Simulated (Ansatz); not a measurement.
Worked example: self-consistent single point of Sc3Pd (Pm-3m, 4 atoms in the cell) in Ansatz (a program for electronic structure)

Level of theory: LDA (PW92), default PAW files made with PBE (plane waves; Ansatz).

Input as run:

Ansatz 0.2 input:
```yaml
crystal:
  lattice:
    - [4.348229, 0.000000, 0.000000]
    - [0.000000, 4.348229, 0.000000]
    - [0.000000, 0.000000, 4.348229]
  atoms:
    - { symbol: Sc, position_ang: [0.000000, 2.174114, 2.174114] }
    - { symbol: Sc, position_ang: [2.174114, 2.174114, 0.000000] }
    - { symbol: Sc, position_ang: [2.174114, 0.000000, 2.174114] }
    - { symbol: Pd, position_ang: [0.000000, 0.000000, 0.000000] }
kpoints:
  mp_grid: { grid: [10, 10, 10] }
hamiltonian:
  xc: lda
  pseudopotentials: { kind: paw }
scf:
  occupations: { method: fermi_dirac, width: 0.05 }
output:
  forces: true
  eigenvalues: true
  stress: true
```

Output, abridged:

```
WARN basis.ecutwfc = 420 eV, the default
WARN ansatz: RAYON_NUM_THREADS=1 ignored (pool sized by the plan → 1); use --threads N
Pseudopotentials: kind: paw
Pseudopotential: Sc, paw, valence charge 11
Pseudopotential: Pd, paw, valence charge 18
Crystal: 4 atoms, lattice volume = 82.212 Å³
Basis set: ecut = 420 eV, 1575 PW (Γ)
Bands: 31, of which v1, the nominal top of the filled ones, is band 26 counted from 1 (25 counted from 0)
Symmetry: 48 space group operations
Space group: Pm-3m (ITA 221), of the structure as read, at distance tolerance 4.3e-5 Å
k-points: 56 of 1000
PAW frozen core: Sc, regenerated for the run's functional, and the local potential with it
PAW frozen core: Pd, regenerated for the run's functional, and the local potential with it
Initial density: superposition of atomic densities (neutral atoms: chi_scale 0, normalization atom), corrected by the library's trained network
Initial wavefunctions: pseudopotential atomic-orbital guess
Eigensolver: davidson
Functional: x = slater, c = lda
SCF iter   1: F=—  HF=-13112.844588 eV  |F-HF|=—  |Δ(HF+E_count)|=         —  Δρ=8.76e-3  dr2=6.52e-2  ethr=1.77e-3  ⟨swp⟩=4.0  Hψ=5972  notcnv=0
all-band conjugate gradients solve this SCF's bands
preconditioner: auto → Kerker (q_TF=auto, 2.520 Å⁻¹)
SCF iter   2: F=—  HF=-13112.835413 eV  |F-HF|=—  |Δ(HF+E_count)|=   9.18e-3  Δρ=3.05e-3  dr2=5.13e-3  ethr=1.28e-4  ⟨swp⟩=2.0  Hψ=2939  notcnv=0
SCF iter   3: F=—  HF=-13112.834826 eV  |F-HF|=—  |Δ(HF+E_count)|=   5.87e-4  Δρ=1.02e-3  dr2=5.22e-4  ethr=1.01e-5  ⟨swp⟩=2.1  Hψ=2237  notcnv=0
SCF iter   4: F=—  HF=-13112.834832 eV  |F-HF|=—  |Δ(HF+E_count)|=   6.35e-6  Δρ=1.95e-4  dr2=3.87e-5  ethr=1.02e-6  ⟨swp⟩=1.9  Hψ=2109  notcnv=0
SCF iter   5: F=—  HF=-13112.834824 eV  |F-HF|=—  |Δ(HF+E_count)|=   8.13e-6  Δρ=4.49e-5  dr2=1.92e-6  ethr=7.59e-8  ⟨swp⟩=1.9  Hψ=1818  notcnv=0
SCF iter   6: F=-13112.834824 eV  HF=-13112.834824 eV  |F-HF|=2.14e-8  |Δ(HF+E_count)|=   3.25e-7  Δρ=7.94e-6  dr2=4.54e-8  ethr=1.96e-10  ⟨swp⟩=2.7  Hψ=6143  notcnv=0
SCF 1 converged in 6 iterations: F = -13112.834824 eV  dr2 = 4.54e-8
SCF converged after 6 iterations
Free energy (F): -13112.834824 eV
Harris-Foulkes:  -13112.834824 eV  (|F-HF|=2.14e-8)
Internal energy: -13112.765736 eV  (E = F + TS)
E sigma→0 (E₀):  -13112.800280 eV
Entropy (-TS):   -0.069088 eV (-17.272 meV/atom)
Fermi energy:    11.959628 eV
--- Per-component energies (eV) ---
  E_band       = -702.112732
  E_kinetic    = 1295.704324
  E_local      = -4777.985231  (includes V_loc(G=0)·N_el)
  E_nonlocal   = 481.848452
  E_hartree    = 1789.315362
  E_xc         = -477.456815
  E_vxc        = -597.513152  (∫ρ·V_xc dr)
  E_paw        = -6352.117799  (= ΣΔE_a)
  E_vpaw       = -682.805611  (= ΣTr[D̂ρ^β])
  E_aug_tail   = 0.000191  (compensation charges beyond the density's cutoff)
  E_ewald      = -5073.669721
  E_core_change = 1.595502  (= ΣΔE_core)
  E_smearing   = -0.069088  (= −TS)
  E_closure    = -0.000000  (closes the sum)
  Σ components = -13112.834824   (vs F -13112.834824, Δ=0.00e0)
--- Forces (eV/Å), atoms counted from 1 ---
  atom   1  Sc     0.00000000     0.00000000    -0.00000000
   [... zero for the other atoms too ...]
  max |Σ_I F_I| component: 5.51e-28 eV/Å
--- Stress (GPa, compression-positive) ---
       -6.041850       0.000000      -0.000000
        0.000000      -6.041850       0.000000
        0.000000       0.000000      -6.041850
  P = ⅓ Tr σ = -6.0419 GPa (-60.419 kbar)
  The stress holds the Pulay correction. Without it, at fixed plane waves, as pw.x and ABINIT print it: P = -6.0535 GPa
--- Band table (eV; the first three rows and the last of 56) ---
  k-point 0: bands = ["-72.5356", "-38.2905", "-38.2905", "-38.2905", "-37.0782", "-36.9500", "-36.9500", "-16.1786", "-16.1786", "-16.1786", "-15.8771", "-15.8771", "-15.8771", "-15.7060", "-15.7060", "-15.7060", "6.0929", "8.2244", "8.2244", [...]
  k-point 1: bands = ["-72.5356", "-38.2907", "-38.2905", "-38.2905", "-37.0753", "-36.9527", "-36.9500", "-16.1720", "-16.1720", "-16.1686", "-15.8794", "-15.8794", "-15.8782", "-15.7191", "-15.7108", "-15.7108", "6.1900", "8.2591", "8.2659", [...]
  k-point 2: bands = ["-72.5356", "-38.2913", "-38.2905", "-38.2905", "-37.0669", "-36.9605", "-36.9499", "-16.1535", "-16.1535", "-16.1392", "-15.8865", "-15.8865", "-15.8810", "-15.7565", "-15.7234", "-15.7234", "6.4744", "8.3516", "8.3748", [...]
  k-point 55: bands = ["-72.5355", "-38.2910", "-38.2910", "-38.2910", "-36.9917", "-36.9917", "-36.9917", "-16.3511", "-16.1350", "-16.1350", "-16.1350", "-15.7212", "-15.7212", "-15.7197", "-15.7197", "-15.7197", "8.2975", "8.2975", "8.2975", [...]
```

The run converged in 6 iterations.

The starting cell was generated: these elements placed on a structure prototype, without a prior relaxation; it need not be a known phase or ordering of this composition. Its lattice was rescaled by a random factor within 2.5 % of one. Spin polarisation is off. With a pressure of about -6 GPa the cell is away from its equilibrium volume at this level. Ansatz's pressure includes its estimate of the finite-basis (Pulay) stress.
